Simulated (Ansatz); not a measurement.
Results of PBE0 (Ansatz, a quantum-chemistry and plane-wave program, PAW) for Ga₂O₃ (model structure, started from the A-La2O3 type, P-3m1, No. 164, 5 atoms in the cell).

From the output:

```
WARN output.stress: scf.exx.energy_threshold = 1e-6 eV is looser than the 5e-8 eV advised for a stress under a hybrid functional (1e-8 eV for each atom of the …
Crystal: 5 atoms, lattice volume = 54.110 Å³
Basis set: ecut = 460 eV, 1189 PW (Γ), exchange–correlation on 48×48×100 points (8 copies of the dense FFT grid, shifted against one another)
Bands: 27, of which v1, the nominal top of the filled ones, is band 22 counted from 1 (21 counted from 0)
Symmetry: 12 space group operations
Space group: P-3m1 (ITA 164), of the structure as read, at distance tolerance 3.8e-5 Å
k-points: 43 of 324
Functional: x = pbe(κ = 0.804, μ = 0.2195149727645171), c = pbe(β = 0.06672455060314922), warm-up for x = 0.75 pbe(κ = 0.804, μ = 0.2195149727645171) + 0.25 exact, c = pbe(β = 0.06672455060314922)
SCF iter   1: F=—  HF=-9269.290782 eV  |F-HF|=—  |Δ(HF+E_count)|=         —  Δρ=5.00e-3  dr2=3.32e-2
SCF iter   2: F=—  HF=-9269.294241 eV  |F-HF|=—  |Δ(HF+E_count)|=   3.46e-3  Δρ=8.49e-3  dr2=4.83e-2
  ...
Crystal: 5 atoms, lattice volume = 54.110 Å³
Initial density: handed on by an earlier stage of this run
Functional: x = 0.75 pbe(κ = 0.804, μ = 0.2195149727645171) + 0.25 exact, c = pbe(β = 0.06672455060314922)
Crystal: 5 atoms, lattice volume = 54.110 Å³
SCF 3 converged in 6 iterations: F = -9270.188523 eV  dr2 = 3.98e-10
Crystal: 5 atoms, lattice volume = 54.110 Å³
SCF iter   1: F=—  HF=-9270.188523 eV  |F-HF|=—  |Δ(HF+E_count)|=         —  Δρ=2.88e-6  dr2=2.05e-9
SCF iter   2: F=-9270.188523 eV  HF=-9270.188523 eV  |F-HF|=2.55e-11  |Δ(HF+E_count)|=  3.27e-10  Δρ=7.44e-7  dr2=2.42e-10
SCF 4 converged in 2 iterations: F = -9270.188523 eV  dr2 = 2.42e-10
Free energy (F): -9270.188523 eV
Internal energy: -9270.188523 eV  (E = F + TS)
E sigma→0 (E₀):  -9270.188523 eV
Fermi energy:    8.382922 eV
--- Forces (eV/Å), atoms counted from 1 ---
  atom   1  Ga     0.00000000     0.00000000     0.29774116
  atom   2  Ga    -0.00000000    -0.00000000    -0.29774116
  atom   3  O      0.00000000     0.00000000     0.00000000
  atom   4  O      0.00000000     0.00000000     0.39025448
  atom   5  O     -0.00000000    -0.00000000    -0.39025448
--- Stress (GPa, compression-positive) ---
       -2.153556      -0.000000       0.000000
        0.000000      -2.153556      -0.000000
        0.000000      -0.000000      -1.468040
  P = ⅓ Tr σ = -1.9251 GPa (-19.251 kbar)
```

Problem. Write an input file that could have produced this run (the log leaves some choices open).

Solution. One answer among several that fit: 
Ansatz 0.2 input:
```yaml
crystal:
  lattice:
    - [2.9932699581, 0.0, 0.0]
    - [-1.496634979, 2.5922478241, 0.0]
    - [0.0, 0.0, 6.9736256775]
  atoms:
    - { symbol: Ga, position: [0.3333333333, 0.6666666667, 0.2000136378] }
    - { symbol: Ga, position: [0.6666666667, 0.3333333333, 0.7999863622] }
    - { symbol: O, position: [0.0, 0.0, 0.0] }
    - { symbol: O, position: [0.3333333333, 0.6666666667, 0.6951600496] }
    - { symbol: O, position: [0.6666666667, 0.3333333333, 0.3048399504] }
basis:
  ecutwfc: 460
  ecutrho_ratio: 4
  xc_grid: 2
kpoints:
  mp_grid: { grid: [9, 9, 4] }
hamiltonian:
  xc: pbe0
  dispersion: none
  pseudopotentials: { kind: paw }
scf:
  occupations: { method: fermi_dirac, width: 0.01 }
  convergence: { dr2_threshold: 0.0000000005 }
output:
  forces: true
  stress: true
  eigenvalues: true
```

The PAW data were made under PBE.

Note: the relaxation could raise the start's symmetry but not lower it, so the cell can be a saddle point. Note: cell and atoms aren't relaxed at this level (largest force component 0.39 eV/Å, pressure -1.9 GPa). Note: the cell has widely spaced layers and the level no dispersion term, so their spacing and the moduli can rest on weak binding.

A model structure was made by putting elements into a prototype or built by hand; it is no filed structure, need not be a known phase, and can be a saddle point held by its symmetry.
